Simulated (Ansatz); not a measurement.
For hexagonal WC, PBE-D4 in Ansatz (PAW) gives:

```
Property                         Result
------------------------------  -------
equilibrium lattice constant a  2.903 Å
lattice parameter c             2.833 Å
```

Question: What does r²SCAN+SOC in Ansatz (PAW) give for the same quantities?

Answer: 
- lattice constant a: 2.911 Å (increases by 0.3 %)
- lattice parameter c: 2.835 Å (hardly moves)

For comparison: lattice constant a 2.906 Å (measured, 300 K, no zero-point or thermal correction; as tabulated in Wikipedia's data pages); lattice parameter c 2.837 Å (measured, 300 K, no zero-point or thermal correction; as tabulated in Wikipedia's data pages).

Changes are worked out from the printed values.

Unless a cell is named, each level is at its own relaxed cell (PBE-D4 10.34, r²SCAN+SOC 10.41 Å³/atom).

Levels without +SOC leave out spin–orbit coupling, which shifts energies and cells of such heavy elements.

Ansatz's density-functional and Hartree–Fock values are scalar-relativistic unless marked +SOC, with PAW data made under PBE.

Ansatz is a program for electronic structure.
